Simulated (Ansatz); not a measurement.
Start from Nb in the bcc (W type) structure (space group Im-3m, No. 229).

```yaml
crystal:
  lattice:
    - [-1.63562, 1.63562, 1.63562]
    - [1.63562, -1.63562, 1.63562]
    - [1.63562, 1.63562, -1.63562]
  atoms:
    - { symbol: Nb, position: [0.00000, 0.00000, 0.00000] }
```

Level of theory: Kohn–Sham DFT with the PBEsol functional, run in Ansatz (a first-principles code) with PAW and 420 eV plane waves, without spin-orbit coupling, earlier PAW set.

One change was made to it. Results:

```csv
quantity,base,after
shortest interatomic distance,283.3 pm,276.6 pm
density,8.81 g/cm³,9.47 g/cm³
```

Question: Which of these changes matches the shifts?
A) pressure 50 GPa
B) pressure −1 GPa
C) pressure 15 GPa

Answer: C, pressure 15 GPa. For comparison, the shortest interatomic distance in the other runs: pressure −1 GPa gives 283.8 pm; pressure 50 GPa gives 265.7 pm.

Load acts through the strain it causes; cell and atoms are relaxed under it. No phonon test of stability was made. Competing high-pressure phases were not computed. All final runs are without spin polarisation.
